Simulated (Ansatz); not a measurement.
# By hand: formation energy of N_i in Ru (hcp, P6₃/mmc)

We look at the formation energy of N_i in Ru (hcp, P6₃/mmc). Reaction: 64 Ru (hcp) + 1/2 N2 (gas) → cell A.

A: a supercell of 64 sites of Ru (hcp, P6₃/mmc) with N off the lattice sites (6 Ru at 2.01 Å); spin state with PBE: run without spin.

Setting: static, neutral cells in Ansatz (PAW) whose structures rest at the PBE level. Ansatz (an electronic-structure program) runs with its default PAW set. Larger cells are relaxed from a start prepared with the learned potential CHGNet, on a coarser mesh till forces fall under 0.03 eV/Å, which some starts already meet. A dispersion term (D3(BJ), or D4 for r2SCAN) was computed beside these levels and is taken off wherever the name lacks it. Space groups of crystals are read within 0.01 Å. The d electrons get no Hubbard U. Mesh and cell size may move defect energies by 0.1 eV or more. Cell A has symmetry P-3m1 within 0.02 Å and got no random move, so less symmetric positions, which may lie lower, weren't tried.

Total energies of the cells in eV, at zero smearing width. They compare only within one column; the weights balance every element.

| cell | atoms | weight | PBE |
|---|---|---|---|
| A: Ru:N_i | 65 | +1 | -376618.13563 |
| Ru (hcp) | 64 | −1 | -376236.13743 |
| N2 (gas) | 2 | −1/2 | -768.02626 |

PBE: (-376618.13563) − (-376236.13743) − 1/2 × (-768.02626) = 2.015 eV.
